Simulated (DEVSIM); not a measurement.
System: illuminated Ge p-on-n cell, one wavelength, at 300 K.

Layer 1 from the left is Ge, thickness (μm) 0.0800, Na (cm⁻³) 2.2e18, τn (s) 0.00021, τp (s) 0.00027, absorption coefficient (cm⁻¹) 340. Layer 2 from the left is Ge, thickness (μm) 98.0, Nd (cm⁻³) 1.7e16, τn (s) 0.00041, τp (s) 0.00041, absorption coefficient (cm⁻¹) 340.

Left contact: ohmic, minority electron recombination velocity 7e6 cm/s. Right contact: ohmic, minority hole recombination velocity 6e5 cm/s. Voltage is applied to the left contact. Recombination: SRH at mid-gap, radiative, Auger. Light enters at the left, 1.6e18 photons cm⁻² s⁻¹, one pass, no reflection. Mobility is μmin + (μ − μmin)/(1 + (N/Nref)^α).

Constants are typed, rounded textbook-type inputs, not results; the design itself was drawn at random and stands for no fabricated device. Values at 300 K.

Ge: gap (eV) 0.664, affinity (eV) 4, permittivity 16, Nc (cm⁻³) 1.04e19, Nv (cm⁻³) 6e18, μn (cm²/Vs) 3900, μp (cm²/Vs) 1900, μn,min 150, μp,min 100, Nref,n 2.6e17, Nref,p 4e17, αn 0.56, αp 0.6, B (cm³/s) 6.4e-14, Cn (cm⁶/s) 1e-31, Cp (cm⁶/s) 1e-31.

Model (solved in DEVSIM): 1D drift-diffusion, Boltzmann statistics, complete ionisation; no tunnelling, impact ionisation, image-force lowering or self-heating.

Dark forward current:

```csv
|V| (V),|J| (A/cm²)
0.05,0.0005389
0.10,0.004265
0.15,0.03000
0.20,0.2068
0.25,1.377
0.30,7.831
0.35,30.53
0.40,80.62
0.45,164.6
0.50,286.4
0.55,448.3
0.60,652.2
0.65,899.4
0.70,1191
0.75,1527
0.80,1909
0.85,2338
```

### Question
Work out the local ideality factor n = ΔV / (kT/q · ln(J2/J1)) between the rows 0.15 and 0.20 V, 0.80 and 0.85 V.

### Answer
kT/q = 25.85 mV. From 0.15 to 0.20 V: ln(0.2068/0.03000) = 1.931, n = 1.00, near the 1 of diffusion or emission over a barrier. From 0.80 to 0.85 V: ln(2338/1909) = 0.203, n = 9.54.

### Question
What current could the absorbed light give at most, and what share is collected?

### Answer
Σ αd = 3.33, so qΦ(1 − exp(−Σ αd)) = 247 mA/cm². The simulated short-circuit current is 183.1 mA/cm², a share of 0.74.

### Question
Estimate the open-circuit voltage by superposition: the voltage at which the dark current equals that short-circuit current.

### Answer
Interpolating ln J in the table gives 0.197 V. The simulation gives 0.197 V, the same within the digits that matter. Superposition holds where collection doesn't change with voltage.
